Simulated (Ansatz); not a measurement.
The (010) face of Mo2C can be cut between different planes. Symmetric, stoichiometric slabs relaxed in the 1x1 cell (24.8 Å²): top plane C + 2 Mo, 1.54 Å over the next in the ideal cut; top plane C + 2 Mo, 1.49 Å over the next in the ideal cut.

Level of theory: PBE (plane waves to 420 eV, PAW; Ansatz, a quantum-chemistry and plane-wave program).

Q: Put the candidates in order of surface energy, lowest first, for PBE.

A: the cut with an outer spacing of 1.49 Å (2.99 J/m²), the cut with an outer spacing of 1.54 Å (3.20 J/m²)
